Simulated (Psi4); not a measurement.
Psi4 1.11, R2SCAN/def2-svp: Nb(NH2)2(OSiH3)3 ([NH2][Nb]([NH2])([O][SiH3])([O][SiH3])[O][SiH3]), 22 atoms. The geometry is a generated start, not checked to be a minimum at this level.

```
Property                                                  Result
-------------------------------  -------------------------------
task                                                    gradient
method                                                    r2scan
basis                                                   def2-svp
memory                                                      7 GB
scf_type                                            df (default)
guess                             auto, which took SAD (default)
diis_max_vecs                                       10 (default)
scf_initial_accelerator                          adiis (default)
e_convergence                                    1e-08 (default)
d_convergence                                    1e-08 (default)
effective core potentials        those of the basis set, past Kr
basis functions (reference run)                              220
grid points (reference run)                              3941599
```

```xyz
22

Nb    -0.0206     0.6811     0.6799
N      0.4224     2.5832     0.9845
H      0.8646     3.1589     0.2672
H      0.2320     3.1581     1.8012
N     -0.7150     0.4993     2.5070
H     -1.6993     0.4933     2.7793
H     -0.1755     0.4629     3.3738
O      1.4296    -0.5161     1.0721
Si     1.6580    -2.0465     0.6429
H      0.5274    -2.8652     1.1450
H      2.9248    -2.4153     1.2881
H      1.7464    -2.1564    -0.8283
O      0.5760     0.9146    -1.0980
Si     0.9238     0.9293    -2.6569
H     -0.1414     0.2095    -3.3759
H      2.2299     0.2751    -2.8357
H      0.9830     2.3408    -3.0807
O     -1.7481     0.1709     0.0444
Si    -2.3639    -1.1832    -0.5581
H     -1.3786    -1.8715    -1.4226
H     -3.5541    -0.7708    -1.3135
H     -2.7213    -2.0520     0.5844
```

The reference run has dft_radial_points = 200, dft_spherical_points = 974, dft_pruning_scheme = none (default); it is not itself proven converged. Single runs; times are not shown.

Settings tried, all else as in the reference:
- dft_radial_points = 75 (default), dft_spherical_points = 302 (default), dft_pruning_scheme = treutler
- dft_radial_points = 99, dft_spherical_points = 590, dft_pruning_scheme = treutler
- dft_radial_points = 75 (default), dft_spherical_points = 302 (default), dft_pruning_scheme = robust
- dft_radial_points = 75 (default), dft_spherical_points = 434
- dft_radial_points = 35, dft_spherical_points = 110
- dft_radial_points = 150, dft_spherical_points = 770
- dft_radial_points = 99, dft_spherical_points = 590, dft_pruning_scheme = robust
- dft_radial_points = 50, dft_spherical_points = 194
- dft_radial_points = 25, dft_spherical_points = 50
- dft_radial_points = 99, dft_spherical_points = 590
- dft_radial_points = 75 (default), dft_spherical_points = 302 (default)

Which of these stay within 1.0 meV/atom in energy, 10 meV/Å in forces (largest component) of the reference run?

Within it: dft_radial_points = 150, dft_spherical_points = 770. At the edge (between 0.75 and 1.33 times the tolerance): dft_radial_points = 99, dft_spherical_points = 590, dft_pruning_scheme = robust; dft_radial_points = 99, dft_spherical_points = 590. Outside: dft_radial_points = 75 (default), dft_spherical_points = 434; dft_radial_points = 75 (default), dft_spherical_points = 302 (default); dft_radial_points = 75 (default), dft_spherical_points = 302 (default), dft_pruning_scheme = robust; dft_radial_points = 75 (default), dft_spherical_points = 302 (default), dft_pruning_scheme = treutler; dft_radial_points = 99, dft_spherical_points = 590, dft_pruning_scheme = treutler; dft_radial_points = 50, dft_spherical_points = 194; dft_radial_points = 35, dft_spherical_points = 110; dft_radial_points = 25, dft_spherical_points = 50.

```tsv
setting	grid points	energy against the reference	difference in forces (largest component)
the reference	3941599	—	—
dft_radial_points = 150, dft_spherical_points = 770	2351040	−0.0071 meV/atom	1.9 meV/Å
dft_radial_points = 99, dft_spherical_points = 590, dft_pruning_scheme = robust	847287	+0.030 meV/atom	12 meV/Å
dft_radial_points = 99, dft_spherical_points = 590	1193899	+0.030 meV/atom	12 meV/Å
dft_radial_points = 75 (default), dft_spherical_points = 434	668980	−0.37 meV/atom	17 meV/Å
dft_radial_points = 75 (default), dft_spherical_points = 302 (default)	465792	−0.33 meV/atom	18 meV/Å
dft_radial_points = 75 (default), dft_spherical_points = 302 (default), dft_pruning_scheme = robust	324376	−0.33 meV/atom	18 meV/Å
dft_radial_points = 75 (default), dft_spherical_points = 302 (default), dft_pruning_scheme = treutler	263392	−0.24 meV/atom	57 meV/Å
dft_radial_points = 99, dft_spherical_points = 590, dft_pruning_scheme = treutler	641151	+0.17 meV/atom	66 meV/Å
dft_radial_points = 50, dft_spherical_points = 194	202708	+6.2 meV/atom	94 meV/Å
dft_radial_points = 35, dft_spherical_points = 110	80868	+12 meV/atom	71 meV/Å
dft_radial_points = 25, dft_spherical_points = 50	26329	+17 meV/atom	880 meV/Å
```

Total energies are compared; such shifts often cancel in part in energy differences. The gradients leave out the derivatives of the grid weights. No test of the SCF solution's stability was run. The tolerance is a choice made for this comparison.
